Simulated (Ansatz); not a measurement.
Take CdF2 in the fluorite structure (space group Fm-3m, No. 225; a = 5.481 Å) as the base.

All numbers come from PBE/PAW in Ansatz (a program for electronic structure), no spin-orbit coupling.

Before the change:

The pressure is 0.0 kbar and the band gap is 2.92 eV.

The change: the cell is scaled by 0.9700 in all directions; the atoms relax in the strained cell.

Q: What does the calculation give for the pressure and band gap after the change?

A: The pressure goes from zero to 106.3 kbar; the band gap rises by 0.330 eV to 3.24 eV.

Stability against distortions was not tested.
